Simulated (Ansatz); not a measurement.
For RuAl (model structure, started from the NaTl type, Fd-3m, No. 227, 4 atoms in the cell), PBE (Ansatz, a first-principles code, PAW) gives:

lattice constant a: 6.101 Å
formation enthalpy: -0.157 eV/atom

### Question
What does PBE-D3(BJ) (Ansatz, plane waves, PAW) give for the same quantities?

### Answer

- lattice constant a: 6.040 Å (decreases by 1.0 %)
- formation enthalpy: -0.166 eV/atom (moves by -0.009 eV/atom)

Changes are worked out from the printed values.

Unless a cell is named, each level is at its own relaxed cell (PBE 14.19, PBE-D3(BJ) 13.77 Å³/atom).

Ansatz's density-functional and Hartree–Fock values are scalar-relativistic unless marked +SOC, with PAW data made under PBE.

A model structure was made by putting elements into a prototype or built by hand; it is no filed structure, need not be a known phase, and can be a saddle point held by its symmetry.
